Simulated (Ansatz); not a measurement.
System: interstitial Ag in wurtzite AlN (charge state +1). These are PBE, PAW (plane waves to 420 eV; Ansatz, a quantum-chemistry and plane-wave program) values and carry that method's errors.

Cell of 72 host sites held at the relaxed PBE lattice; a 2×2×2 k-point mesh shifted by half a step along c; Fermi-Dirac width 0.01 eV, spin-restricted; finite-size errors left in. Energies are static. The charge state is imposed; whether it is stable for some Fermi level was not computed. Sites that were not tried may lie lower.

Relaxed starting cell (atoms counted from 1):

```xyz
73
Lattice="9.3908 0.0000 0.0000 -4.6954 8.1326 0.0000 0.0000 0.0000 10.0363" Properties=species:S:1:pos:R:3 pbc="T T T"
Al     1.5662     0.9732     2.6280
Al     1.5662     1.0732     7.2869
Al     0.0134     3.6072     2.4862
Al     0.0040     3.6197     7.5312
Al    -1.4468     6.3095     2.7337
Al    -1.4713     6.2706     7.3098
Al     4.6915     0.9037     2.4880
Al     4.7113     0.9164     7.5369
Al     3.1190     3.6072     2.4862
Al     3.1284     3.6197     7.5312
Al     1.5662     6.3245     2.4852
Al     1.5662     6.3267     7.5547
Al     7.8317     0.9037     2.4880
Al     7.8119     0.9164     7.5369
Al     6.2616     3.6046     2.5006
Al     6.2616     3.5887     7.5283
Al     4.5792     6.3095     2.7337
Al     4.6037     6.2706     7.3098
Al    -0.0441     1.8474     5.0089
Al     0.0195     1.7923    10.0136
Al    -1.5542     4.4586     5.0323
Al    -1.5339     4.4869     9.9816
Al    -3.1292     7.2475     4.7812
Al    -3.1292     7.3495     8.9301
Al     3.1766     1.8474     5.0089
Al     3.1129     1.7923    10.0136
Al     1.5662     4.5230     4.9990
Al     1.5662     4.5192    10.0352
Al     0.0642     7.2587     5.0439
Al    -0.0173     7.2234    10.0207
Al     6.2616     1.8064     5.0048
Al     6.2616     1.7929    10.0369
Al     4.6866     4.4586     5.0323
Al     4.6663     4.4869     9.9816
Al     3.0682     7.2587     5.0439
Al     3.1497     7.2234    10.0207
N      1.5662     1.0076     4.5712
N      1.5662     1.0086     9.2567
N      0.0040     3.6239     4.3900
N      0.0161     3.6048     9.4364
N     -1.4818     6.2864     4.6241
N     -1.5193     6.3055     9.2660
N      4.7014     0.9062     4.3986
N      4.6893     0.8999     9.4466
N      3.1284     3.6239     4.3900
N      3.1163     3.6048     9.4364
N      1.5662     6.3263     4.3951
N      1.5662     6.3266     9.4598
N      7.8217     0.9062     4.3986
N      7.8339     0.8999     9.4466
N      6.2616     3.6123     4.4074
N      6.2616     3.5967     9.4369
N      4.6142     6.2864     4.6241
N      4.6517     6.3055     9.2660
N      0.0221     1.7939     1.8989
N     -0.0640     1.8513     6.8964
N     -1.5514     4.5345     1.9200
N     -1.5673     4.4593     6.9194
N     -3.1292     7.2623     2.7254
N     -3.1292     7.2616     7.0117
N      3.1103     1.7939     1.8989
N      3.1964     1.8513     6.8964
N      1.5662     4.5185     1.9025
N      1.5662     4.5244     6.9243
N     -0.0125     7.2203     1.9141
N      0.0548     7.2608     6.9280
N      6.2616     1.8044     1.9040
N      6.2616     1.8028     6.9204
N      4.6839     4.5345     1.9200
N      4.6997     4.4593     6.9195
N      3.1449     7.2202     1.9141
N      3.0776     7.2608     6.9280
Ag     1.5662    -1.8161     0.8997
```
Cell charge +1.

End state 1 differs by these moves (Å; atoms that move under 0.08 Å are left out):

```
atom  element     Δx     Δy     Δz
----  -------  -----  -----  -----
1          Al  -0.04   0.04   0.11
5          Al  -0.04  -0.07   0.00
17         Al   0.06  -0.02  -0.11
24         Al  -0.10  -0.18   0.00
73         Ag   0.79   1.37   0.00
```

Problem. What is the computed forward and backward barriers to end state 1 (PBE, PAW)?

Solution. forward 0.27 eV, backward 0.27 eV; at the saddle point atom 73 has neighbours Al at 2.21, Al at 2.40; N at 1.98, N at 2.15 Å. The saddle point's order was not checked, and it lies on a symmetry element of the cell, where a band can be held.

End state 2 differs by these moves (Å; atoms that move under 0.08 Å are left out):

```
atom  element     Δx     Δy     Δz
----  -------  -----  -----  -----
1          Al   0.00  -0.05  -0.14
2          Al   0.01  -0.17   0.24
3          Al   0.05  -0.02   0.14
4          Al   0.14  -0.09  -0.24
5          Al  -0.07   0.13   0.00
6          Al  -0.09   0.17   0.00
15         Al  -0.07  -0.08   0.23
16         Al  -0.09  -0.02  -0.22
17         Al   0.11   0.02  -0.23
18         Al   0.07   0.07   0.22
19         Al   0.06  -0.10   0.00
21         Al   0.01   0.05  -0.25
22         Al   0.07  -0.03  -1.05
23         Al  -0.05   0.02   0.25
24         Al  -0.01  -0.08   1.05
33         Al  -0.05   0.08   0.00
37          N   0.01  -0.10  -0.18
38          N   0.00  -0.08   0.18
39          N   0.09  -0.06   0.18
40          N   0.08  -0.04  -0.18
41          N  -0.08   0.13   0.00
42          N  -0.04   0.07   0.00
51          N  -0.08  -0.05   0.22
52          N  -0.04  -0.01  -0.17
53          N   0.08   0.04  -0.22
54          N   0.03   0.03   0.17
56          N   0.07  -0.12   0.00
57          N   0.02  -0.03   0.81
58          N   0.03   0.05   0.09
59          N   0.02  -0.03  -0.81
60          N  -0.05   0.00  -0.09
64          N   0.07   0.03  -0.03
70          N  -0.05   0.09   0.00
73         Ag   0.77  -1.34   0.00
```

Problem. Give the forward and backward barriers to end state 2 at the level PBE, PAW.

Solution. forward 0.79 eV, backward 0.79 eV; at the saddle point atom 73 has neighbours Al at 2.39, Al at 2.42, Al at 2.45, Al at 2.65, Al at 2.79, Al at 2.82; 2 N at 2.22, N at 2.23, N at 2.64, N at 2.75, N at 2.78 Å. The saddle point's order was not checked.
